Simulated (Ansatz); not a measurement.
Base system: GaAs in the zinc blende structure (space group F-43m, No. 216).

```xyz
2
Lattice="0.0000 2.8333 2.8333 2.8333 0.0000 2.8333 2.8333 2.8333 0.0000" Properties=species:S:1:pos:R:3 pbc="T T T"
Ga     0.0000     0.0000     0.0000
As     1.4167     1.4167     1.4167
```

Cartesian axes are those of the cell as printed.

Level of theory: Kohn–Sham DFT with the r2SCAN functional, run in Ansatz (a first-principles code) with PAW and 500 eV plane waves, no spin-orbit coupling.

Strains are applied to the cell and any free atomic positions relax; under biaxial strain the out-of-plane vector relaxes too.

One change was made to it. Results:

| quantity | base | after |
|---|---|---|
| pressure (mean of the normal stresses, compression positive) | 0.00 GPa | 1.79 GPa |
| valence-band top at Γ (three highest levels, from the VBM) | 0.00, 0.00, 0.00 eV | 0.00, 0.00, -0.24 eV |
| valley order (the lowest conduction-band minima on the path, energy above the VBM, named in the base's zone) | Γ 0.96 eV; L along ⟨111⟩ 1.35 eV; a point along ⟨100⟩, about 1.0 Å⁻¹ from Γ 1.72 eV | Γ 1.06 eV; L along [111] 1.32 eV; a point along [010], about 1.0 Å⁻¹ from Γ 1.50 eV; a point along [001], about 1.0 Å⁻¹ from Γ 1.82 eV |

**Question.** Name the change that was made.
A) biaxial strain −1.00 %, plane normal [001], relaxed out of plane
B) biaxial strain −1.50 %, plane normal [001], relaxed out of plane
C) biaxial strain −3.00 %, plane normal [001], relaxed out of plane
D) biaxial strain −2.00 %, plane normal [001], relaxed out of plane

**Answer.** D, biaxial strain −2.00 %, plane normal [001], relaxed out of plane. For comparison, the valley order in the other runs: biaxial strain −3.00 %, plane normal [001], relaxed out of plane gives Γ 1.10 eV; L along [111] 1.28 eV; a point along [010], about 1.0 Å⁻¹ from Γ 1.39 eV; a point along [001], about 1.0 Å⁻¹ from Γ 1.86 eV; biaxial strain −1.00 %, plane normal [001], relaxed out of plane gives Γ 1.01 eV; L along [111] 1.34 eV; a point along [010], about 1.0 Å⁻¹ from Γ 1.61 eV; a point along [001], about 1.0 Å⁻¹ from Γ 1.77 eV; biaxial strain −1.50 %, plane normal [001], relaxed out of plane gives Γ 1.04 eV; L along [111] 1.34 eV; a point along [010], about 1.0 Å⁻¹ from Γ 1.56 eV; a point along [001], about 1.0 Å⁻¹ from Γ 1.79 eV.

The levels and masses belong to the bands next to the band gap. No phonon test of stability was made.
